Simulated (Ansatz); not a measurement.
# Response to strain in GaN

Consider GaN in the wurtzite structure (space group P6_3mc, No. 186).

```
GaN
1.0
    3.18312     0.00000     0.00000
   -1.59156     2.75667     0.00000
    0.00000     0.00000     5.18363
Ga N
2 2
Cartesian
  1.59156   0.91889   0.00513
  0.00000   1.83778   2.59694
  1.59156   0.91889   3.23568
  0.00000   1.83778   0.64387
```

Cartesian axes are those of the cell as printed.

Strains are applied to the cell and any free atomic positions relax; under biaxial strain the out-of-plane vector relaxes too; under stress the whole cell relaxes.

All numbers come from r2SCAN, PAW, 500 eV (Ansatz, a first-principles code; no spin-orbit coupling).

Notes on the quantities. energy relative to the base: free energy F; pressure: mean of the normal stresses, compression positive.

```csv
case,energy relative to the base,pressure,width of the top valence band,electron mass
base,0 meV/atom,0.00 GPa,2.85 eV,"0.17 mₑ along c, 0.19 mₑ across (at Γ)"
"biaxial strain +0.82 %, plane normal [001], relaxed out of plane",–,-2.39 GPa,2.79 eV,"0.17 mₑ out of plane, 0.18 mₑ in plane (at Γ)"
isotropic strain +0.86 %,+4.5 meV/atom,-4.78 GPa,2.76 eV,"0.16 mₑ along c, 0.18 mₑ across (at Γ)"
isotropic strain +3.74 %,+78 meV/atom,-17.05 GPa,2.49 eV,"0.12 mₑ along c, 0.14 mₑ across (at Γ)"
isotropic strain +4.11 %,+93 meV/atom,-18.26 GPa,2.46 eV,"0.12 mₑ along c, 0.13 mₑ across (at Γ)"
"uniaxial stress, 1 GPa compression along x",+0.1 meV/atom,–,–,"0.17 mₑ along z, 0.19 mₑ across (at Γ)"
```

The levels and masses belong to the bands next to the band gap. Effective masses come from finite differences of ±0.01 Å⁻¹. Beyond what the load breaks, stability against distortions was not tested.
